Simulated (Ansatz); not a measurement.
**Input and output of a self-consistent single point for KMgF3 (P6_3/mmc, 10 atoms in the cell) (Ansatz, a first-principles code)**

Level of theory: PBE (plane waves, PAW; Ansatz).

Input as run:

Ansatz 0.2 input:
```yaml
crystal:
  lattice:
    - [6.019257, 0.000000, 0.000000]
    - [-3.009629, 5.212830, 0.000000]
    - [0.000000, 0.000000, 5.142563]
  atoms:
    - { symbol: K, position: [0.333333, 0.666667, 0.750000] }
    - { symbol: K, position: [0.666667, 0.333333, 0.250000] }
    - { symbol: Mg, position: [0.000000, 0.000000, 0.000000] }
    - { symbol: Mg, position: [0.000000, 0.000000, 0.500000] }
    - { symbol: F, position: [0.146200, 0.292400, 0.250000] }
    - { symbol: F, position: [0.707600, 0.853800, 0.250000] }
    - { symbol: F, position: [0.146200, 0.853800, 0.250000] }
    - { symbol: F, position: [0.853800, 0.707600, 0.750000] }
    - { symbol: F, position: [0.292400, 0.146200, 0.750000] }
    - { symbol: F, position: [0.853800, 0.146200, 0.750000] }
basis:
  ecutwfc: 420.0 eV
kpoints:
  mp_grid: { grid: [5, 5, 5] }
hamiltonian:
  xc: pbe
  pseudopotentials: { kind: paw }
scf:
  occupations: { method: gaussian, width: 0.2 eV }
output:
  forces: true
  eigenvalues: true
  stress: true
```

Log, with long lists cut:

```
WARN the atoms were moved onto the symmetric positions of the space group found under crystal.symmetry.tolerance 1.0e-5 (fractional …
WARN ansatz: RAYON_NUM_THREADS=1 ignored (pool sized by the plan → 1); use --threads N
Pseudopotentials: kind: paw
Pseudopotential: K, paw, valence charge 9
Pseudopotential: Mg, paw, valence charge 10
Pseudopotential: F, paw, valence charge 7
Crystal: 10 atoms, lattice volume = 161.360 Å³
Basis set: ecut = 420 eV, 3119 PW (Γ), exchange–correlation on 90×90×72 points (8 copies of the dense FFT grid, shifted against one another)
Bands: 50, of which v1, the nominal top of the filled ones, is band 40 counted from 1 (39 counted from 0)
Symmetry: 24 space group operations
Space group: P63/mmc (ITA 194), of the structure as read, at distance tolerance 5.4e-5 Å
k-points: 15 of 125
Initial density: superposition of atomic densities (neutral atoms: chi_scale 0, normalization atom), corrected by the library's trained network
Initial wavefunctions: pseudopotential atomic-orbital guess
Eigensolver: davidson
Functional: x = pbe(κ = 0.804, μ = 0.2195149727645171), c = pbe(β = 0.06672455060314922)
SCF iter   1: F=—  HF=-11788.379785 eV  |F-HF|=—  |Δ(HF+E_count)|=         —  Δρ=7.09e-4  dr2=3.71e-4  ethr=1.77e-3  ⟨swp⟩=7.8  Hψ=3362  notcnv=0
all-band conjugate gradients solve this SCF's bands
preconditioner: auto → Resta (q_TF=auto, 2.427 Å⁻¹)
SCF iter   2: F=—  HF=-11788.379740 eV  |F-HF|=—  |Δ(HF+E_count)|=   4.52e-5  Δρ=3.36e-4  dr2=1.05e-4  ethr=4.63e-7  ⟨swp⟩=2.9  Hψ=1620  notcnv=0
SCF iter   3: F=—  HF=-11788.379940 eV  |F-HF|=—  |Δ(HF+E_count)|=   2.00e-4  Δρ=1.25e-4  dr2=2.68e-5  ethr=1.31e-7  ⟨swp⟩=2.0  Hψ=1285  notcnv=0
SCF iter   4: F=—  HF=-11788.380124 eV  |F-HF|=—  |Δ(HF+E_count)|=   1.84e-4  Δρ=5.26e-5  dr2=5.20e-6  ethr=3.35e-8  ⟨swp⟩=2.0  Hψ=963  notcnv=0
SCF iter   5: F=—  HF=-11788.380125 eV  |F-HF|=—  |Δ(HF+E_count)|=   1.00e-6  Δρ=3.16e-5  dr2=1.07e-6  ethr=6.50e-9  ⟨swp⟩=2.2  Hψ=1173  notcnv=0
SCF iter   6: F=-11788.380125 eV  HF=-11788.380125 eV  |F-HF|=1.72e-8  |Δ(HF+E_count)|=   4.22e-7  Δρ=6.43e-6  dr2=3.36e-8  ethr=1.25e-10  ⟨swp⟩=8.0  Hψ=3626  notcnv=0
SCF 1 converged in 6 iterations: F = -11788.380125 eV  dr2 = 3.36e-8
SCF converged after 6 iterations
Free energy (F): -11788.380125 eV
Harris-Foulkes:  -11788.380125 eV  (|F-HF|=1.72e-8)
Internal energy: -11788.380125 eV  (E = F + TS)
E sigma→0 (E₀):  -11788.380125 eV
Fermi energy:    3.834605 eV
--- Per-component energies (eV) ---
  E_band       = -1179.133772
  E_kinetic    = 1907.561055
  E_local      = -9362.523515  (includes V_loc(G=0)·N_el)
  E_nonlocal   = 654.766885
  E_hartree    = 3577.047110
  E_xc         = -812.883991
  E_vxc        = -1025.579829  (∫ρ·V_xc dr)
  E_paw        = -3350.524516  (= ΣΔE_a)
  E_vpaw       = -507.479839  (= ΣTr[D̂ρ^β])
  E_aug_tail   = 0.012315  (compensation charges beyond the density's cutoff)
  E_ewald      = -4401.835468
  E_smearing   = -0.000000  (= −TS)
  E_closure    = -0.000000  (closes the sum)
  Σ components = -11788.380125   (vs F -11788.380125, Δ=0.00e0)
--- Forces (eV/Å), atoms counted from 1 ---
  atom   1  K      0.00000000    -0.00000000     0.00000000
  atom   2  K     -0.00000000     0.00000000    -0.00000000
  atom   3  Mg     0.00000000     0.00000000     0.00000000
  atom   4  Mg     0.00000000    -0.00000000     0.00000000
  atom   5  F     -0.00000000     0.05289508     0.00000000
  atom   6  F     -0.04580848    -0.02644754    -0.00000000
  atom   7  F      0.04580849    -0.02644754    -0.00000000
  atom   8  F      0.00000000    -0.05289508    -0.00000000
  atom   9  F      0.04580848     0.02644754     0.00000000
  atom  10  F     -0.04580849     0.02644754     0.00000000
  max |Σ_I F_I| component: 2.08e-17 eV/Å
--- Stress (GPa, compression-positive) ---
       -0.748782       0.000000      -0.000000
        0.000000      -0.748782      -0.000000
       -0.000000      -0.000000       2.312320
  P = ⅓ Tr σ = 0.2716 GPa (2.716 kbar)
  The stress holds the Pulay correction. Without it, at fixed plane waves, as pw.x and ABINIT print it: P = -0.1603 GPa
--- Band table (eV; the first three rows and the last of 15) ---
  k-point 0: bands = ["-70.2126", "-70.1939", "-37.0986", "-36.9693", "-36.9693", "-36.9402", "-36.9402", "-36.9148", "-25.6673", "-25.6530", "-19.2775", "-18.8853", "-18.7473", "-18.7473", "-18.6622", "-18.6622", "-9.1883", "-9.1883", "-9.1747", [...]
  k-point 1: bands = ["-70.2108", "-70.1957", "-37.0813", "-36.9665", "-36.9665", "-36.9430", "-36.9430", "-36.9326", "-25.6657", "-25.6541", "-19.2418", "-18.9247", "-18.7391", "-18.7391", "-18.6702", "-18.6702", "-9.1832", "-9.1832", "-9.1679", [...]
  k-point 2: bands = ["-70.2062", "-70.2004", "-37.0356", "-36.9788", "-36.9593", "-36.9593", "-36.9503", "-36.9503", "-25.6618", "-25.6574", "-19.1467", "-19.0257", "-18.7176", "-18.7176", "-18.6913", "-18.6913", "-9.1682", "-9.1682", "-9.1505", [...]
  k-point 14: bands = ["-70.2062", "-70.2004", "-37.0356", "-36.9788", "-36.9593", "-36.9593", "-36.9503", "-36.9503", "-25.6592", "-25.6583", "-19.1280", "-19.0044", "-18.7440", "-18.7346", "-18.7044", "-18.6944", "-9.1663", "-9.1619", "-9.1398", [...]
```

The run converged in 6 iterations.

The starting cell was generated: these elements placed on a structure prototype, without a prior relaxation; it need not be a known phase or ordering of this composition. Ansatz's pressure includes its estimate of the finite-basis (Pulay) stress.
